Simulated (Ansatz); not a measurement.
Base system: HfN in the rock salt structure (space group Fm-3m, No. 225).

HfN is taken in the cubic space group Fm-3m (No. 225), the rock salt structure, Pearson symbol cF8. Conventional cell: a = b = c = 4.468 Å, α = β = γ = 90.00°. Hf on 4a has 6 N at 2.234 Å (octahedral). N on 4b is coordinated by 6 Hf at 2.234 Å (octahedral). (Neighbours: up to the widest gap in distance over summed covalent radii, below 1.35, at either atom; cation-cation and far metal-metal contacts left out.)
(The calculation used a cell of 2 atoms; values per cell refer to that cell.)

Method: Kohn–Sham DFT with the LDA functional, run in Ansatz (a quantum-chemistry and plane-wave program) with PAW and 420 eV plane waves, no spin-orbit coupling.

For the base:

- Volume per atom: 11.15 Å³

One thing is altered: cell and atoms relaxed at a pressure of 2.1 GPa.

### Question
Estimate the effect on the volume per atom.

### Answer
The volume per atom shrinks by 0.08 Å³, from 11.15 Å³ to 11.07 Å³.

Load acts through the strain it causes; cell and atoms are relaxed under it. No phonon test of stability was made. All final runs are without spin polarisation. An odd electron count without spin: HfN.
